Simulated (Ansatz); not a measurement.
Results of PBEsol in Ansatz (plane waves, PAW) for Mn₃BGe (model structure, started from the Mn3GaN type, Pm-3m, No. 221, 5 atoms in the cell).

Numerical settings: plane-wave cutoff 520 eV, 14×14×14 k mesh, Fermi–Dirac smearing 0.05 eV, spin-polarised with parallel moments, scalar-relativistic PAW data made under PBE.

Cell (relaxed at this level):

```cif
data_BGeMn3
_chemical_formula_sum 'Mn3 Ge1 B1'
_space_group_name_H-M_alt 'P 1'
_space_group_IT_number 1
_cell_length_a 3.80586
_cell_length_b 3.80586
_cell_length_c 3.80586
_cell_angle_alpha 90.000
_cell_angle_beta 90.000
_cell_angle_gamma 90.000
loop_
_space_group_symop_operation_xyz
  'x, y, z'
loop_
_atom_site_label
_atom_site_type_symbol
_atom_site_fract_x
_atom_site_fract_y
_atom_site_fract_z
_atom_site_occupancy
Mn1 Mn 0.50000 0.50000 0.00000 1
Mn2 Mn 0.00000 0.50000 0.50000 1
Mn3 Mn 0.50000 0.00000 0.50000 1
Ge1 Ge 0.00000 0.00000 0.00000 1
B1 B 0.50000 0.50000 0.50000 1
```
Starting moments (μB, in the order of the record's atoms Mn Mn Mn Ge B): 5.0 5.0 5.0 0.0 0.0.

### Question
Give the computed bulk modulus.

### Answer

* **bulk modulus**: 208 GPa

The run finds no gap.

Note: the magnetic order was assumed, not searched for or taken from measurement; the bulk modulus is −V dP/dV from two relaxed cells at ±2 % in volume; the moments ended far under their starting size, a low-moment state that need not be the lowest; the relaxation could raise the start's symmetry but not lower it, so the cell can be a saddle point.

Computed values are for the static lattice.

Cost on a shared machine: roughly 4 core-minutes.

A model structure was made by putting elements into a prototype or built by hand; it is no filed structure, need not be a known phase, and can be a saddle point held by its symmetry.

Ansatz is an electronic-structure program.
